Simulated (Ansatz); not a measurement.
**A computed series for RuP2: pressure series**

The parent structure is RuP2 (space group Pnnm, No. 58).

```
RuP2
1.0
    5.10265     0.00000     0.00000
    0.00000     5.86860     0.00000
    0.00000     0.00000     2.86199
P Ru
4 2
Direct
  0.33753   0.87183   0.50000
  0.66247   0.12817   0.50000
  0.83753   0.62817   0.00000
  0.16247   0.37183   0.00000
  0.50000   0.50000   0.50000
  0.00000   0.00000   0.00000
```

Cell and atoms are relaxed at each pressure.

Levels (all Ansatz, a first-principles code, PAW): PBEsol (420 eV, spin-orbit coupling left out); HSE06 (420 eV, no spin-orbit coupling).

Band gaps by level, all at the geometries relaxed with PBEsol:

```
case               PBEsol    HSE06
----------------  -------  -------
base              0.47 eV  1.06 eV
pressure −2 GPa   0.48 eV  1.07 eV
pressure −1 GPa   0.48 eV  1.07 eV
pressure 0.7 GPa  0.46 eV  1.06 eV
pressure 1.5 GPa  0.46 eV  1.05 eV
pressure 3 GPa    0.44 eV  1.04 eV
pressure 5 GPa    0.43 eV  1.03 eV
pressure 10 GPa   0.41 eV  1.02 eV
```

Single points use the geometry relaxed with PBEsol. The hybrid gap comes from the SCF mesh plus the semilocal run's edge points and a few special points and is an upper bound. Load acts through the strain it causes; cell and atoms are relaxed under it. Whether these cells are dynamically stable was not tested. Competing high-pressure phases were not computed.
